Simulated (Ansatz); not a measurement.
Start from GaN in the zinc blende structure (space group F-43m, No. 216).

```
CELL_PARAMETERS angstrom
      0.00000     2.24895     2.24895
      2.24895     0.00000     2.24895
      2.24895     2.24895     0.00000
ATOMIC_POSITIONS crystal
  Ga 0.00000 0.00000 0.00000
  N  0.25000 0.25000 0.25000
```

Cartesian axes are those of the cell as printed.

Level of theory: r2SCAN (Ansatz, an electronic-structure program), scalar-relativistic without spin-orbit coupling.

It is then changed as follows: biaxial strain −1.50 %, plane normal [001], relaxed out of plane (Cartesian); in-plane vectors clamped, the third vector and the atoms free.

Problem. What happens to the ratio −ε⊥/ε∥ and in-plane stress?

Solution. The ratio −ε⊥/ε∥ is 1.05; the mean in-plane stress (compression positive) is +4.3 GPa.

Whether these cells are dynamically stable was not tested. This is not the structure that GaN has at room temperature and ambient pressure.
